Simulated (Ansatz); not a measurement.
The parent structure is PbF$_{2}$ in the fluorite structure (space group Fm-3m, No. 225; a = 5.899 Å). Axes: x, y, z lie along the cube axes.

All numbers come from plane-wave PAW DFT at the PBEsol level (Ansatz, a first-principles code, 420 eV), no spin-orbit coupling.

Now apply this change: tensile biaxial strain of 2.65 % in the plane normal to [111], as in epitaxy on a mismatched substrate; the out-of-plane cell vector and the atoms relax.

Q: Estimate the effect on the energy relative to the base.

A: The energy goes up by 6.9 meV/atom.

Q: What does the calculation give for the in-plane stress after the change?

A: The mean in-plane stress (compression positive) amounts to -2.4 GPa.

Q: What does the calculation give for the out-of-plane strain after the change?

A: The out-of-plane strain amounts to -2.96 %.

Stability against distortions was not tested.
